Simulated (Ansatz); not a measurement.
An Ansatz (a quantum-chemistry and plane-wave program) input (PBEsol-D3(BJ)/PAW in Ansatz, no spin-orbit coupling):

Ansatz 0.2 input:
```yaml
crystal:
  lattice:
    - [3.8315784802, 0, 0]
    - [-1.9157892401, 3.2853903965, 0]
    - [0, 0, 5.7438173649]
  atoms:
    - { symbol: Sn, position: [0, 0, 0] }
    - { symbol: Se, position: [0.3333333333, 0.6666666667, 0.2760226649] }
    - { symbol: Se, position: [0.6666666667, 0.3333333333, 0.7239773351] }
basis: { ecutwfc: 420, ecutrho_ratio: 4, xc_grid: 2, fft_grid_basis: typed }
kpoints: { mp_grid: { grid: [10, 10, 6] } }
hamiltonian:
  xc: pbesol
  dispersion: d3bj
  pseudopotentials: { kind: paw }
scf: { occupations: { method: fermi_dirac, width: 0.05 }, convergence: { dr2_threshold: 0.0000000003 } }
relax: { f_tol: 0.005, max_steps: 50 }
output: { forces: true, stress: true }
checkpoint: { write: state.ck, write_every: 1000 }
```

Which symmetry and how many k-points will the program report, and about how many plane waves at Γ?

Space group C2/m (ITA 12) with 4 operations, k-points 172 of 600, and 1419 plane waves at Γ.

And the final pressure?

-0.58 GPa (compression positive).

The mesh was chosen for an insulator and is coarse for the gapless case. The cells carry an imposed strain or load. No phonon test of stability was made. All final runs are without spin polarisation. The cell was made from SnSe$_{2}$ in the CdI2 type structure (space group P-3m1, No. 164; layered, stacked along the Cartesian z axis) by this change: uniaxial strain ε_xx = +1.00 %.
